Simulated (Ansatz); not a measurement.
### Question
Name crystals whose band gap lies between 2 and 3.1 eV and whose hole conductivity mass lies between 0.69 and 1.08 mₑ, by Ansatz (an electronic-structure program) with r2SCAN, rigid bands.

### Answer
Many crystals can fit; among those computed here:
- BaS (Fm-3m): 2.51 eV, 0.87 mₑ
- ZnS (F-43m): 2.78 eV, 0.75 mₑ

Masses are for dilute carriers at 300 K, harmonic means over directions unless an axis is named. Spin-orbit coupling is left out.

Formula and space group known from diffraction (Crystallography Open Database), not checked to be the room-temperature form: BaS (Fm-3m).
